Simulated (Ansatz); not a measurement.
Take AlAs in the wurtzite structure (space group P6_3mc, No. 186; a = 4.003 Å, c = 6.581 Å; a model cell, its experimental status unchecked) as the base.

One thing is altered: a hydrostatic pressure of 1.8 GPa.

Levels (all Ansatz, a quantum-chemistry and plane-wave program, PAW, earlier PAW set): PBEsol (420 eV, scalar-relativistic without spin-orbit coupling); HSE06 (420 eV, spin-orbit coupling left out); PBEsol+SOC (420 eV, noncollinear with spin-orbit coupling).

One geometry, relaxed with PBEsol, under each level:

The valence-band top lists the three highest levels at Γ (Kramers pairs under SOC), from the VBM.

```csv
level,band gap,lowest conduction level above the VBM at special points,valence-band top at Γ,hole mass,pressure
PBEsol,1.65 eV,M 1.65 eV; Γ 1.80 eV; L 1.88 eV,"0.00, 0.00, -0.14 eV",–,1.80 GPa
HSE06,(withheld),(withheld),–,–,–
PBEsol+SOC,1.55 eV,M 1.55 eV; Γ 1.70 eV; L 1.77 eV; K 1.92 eV,"0.00, -0.08, -0.37 eV","1.1 mₑ along c, 0.20 mₑ across (at Γ)",1.79 GPa
```

Task: Give the withheld HSE06 results.

Result: 
- HSE06, band gap: 2.40 eV
- HSE06, lowest conduction level above the VBM at special points: M 2.40 eV; Γ 2.63 eV; L 2.66 eV

Single points use the geometry relaxed with PBEsol. HSE06 was sampled on its mesh, a few special points and the semilocal edge points, so its gap is an upper bound. The spin-orbit shifts are approximate. Load acts through the strain it causes; cell and atoms are relaxed under it. Masses are band curvatures over ±0.01 Å⁻¹ around the edge. Stability against distortions was not tested. This is not the structure that AlAs has at room temperature and ambient pressure.
